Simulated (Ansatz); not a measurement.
The starting structures come from a database of crystals and need not be the phases stable at ambient conditions.

**Evanescent states of B4C (R-3m, not sure to be the ambient phase, 15 atoms a cell, 7.4 Å³ an atom) along the normal of (110)**

Calculation: r2SCAN (plane waves, PAW; Ansatz, an electronic-structure program).

The gap is the functional's own. No spin-orbit coupling. Mid-gap values are interpolated on the energy grid.

Energies count from the valence-band top; κ is the least over a 6×4 mesh across the current.

| E (eV) | κ (1/Å) | where |
|---|---|---|
| 0.05 | 0.113 | off Γ |
| 0.15 | 0.178 | off Γ |
| 0.25 | 0.223 | off Γ |
| 0.35 | 0.259 | off Γ |
| 0.45 | (withheld) | off Γ |
| 0.55 | (withheld) | off Γ |
| 0.65 | (withheld) | off Γ |
| 0.75 | (withheld) | off Γ |
| 0.85 | (withheld) | off Γ |
| 0.95 | (withheld) | off Γ |
| 1.05 | (withheld) | off Γ |
| 1.15 | (withheld) | off Γ |
| 1.25 | 0.259 | off Γ |
| 1.35 | (withheld) | off Γ |
| 1.45 | 0.226 | off Γ |
| 1.55 | 0.202 | off Γ |
| 1.65 | 0.168 | off Γ |
| 1.75 | 0.111 | off Γ |

### Question
What belongs in the gaps?

### Answer

- 0.45, κ (1/Å): 0.270
- 0.55, κ (1/Å): 0.275
- 0.65, κ (1/Å): 0.278
- 0.75, κ (1/Å): 0.278
- 0.85, κ (1/Å): 0.278
- 0.95, κ (1/Å): 0.276
- 1.05, κ (1/Å): 0.273
- 1.15, κ (1/Å): 0.269
- 1.35, κ (1/Å): 0.244
